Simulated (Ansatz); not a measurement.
Take LiF in the rock salt structure (space group Fm-3m, No. 225; a = 4.0079 Å) as the base. Axes: x, y, z lie along the cube axes.

Now apply this change: biaxial strain −2.00 %, plane normal [001], relaxed out of plane (Cartesian); in-plane vectors clamped, the third vector and the atoms free.

Computed with PBEsol/PAW in Ansatz (a program for electronic structure), scalar-relativistic without spin-orbit coupling.

Q: Give the band edges at the high-symmetry points of the new zone, measured from its valence-band maximum.

A: 
```tsv
point	valence edge (eV)	conduction edge (eV)
Γ	0.00	9.22
X	-1.04	15.19
P	-0.85	15.31
N	-0.25	10.75
M	-1.05	14.54
S	-0.73	14.52
S₀	-0.73	14.52
R	-0.93	14.79
G	-0.93	14.79
```

The gap is 9.22 eV, direct at Γ.

Whether these cells are dynamically stable was not tested. Labels are those of the standard path for the cell's own space group.
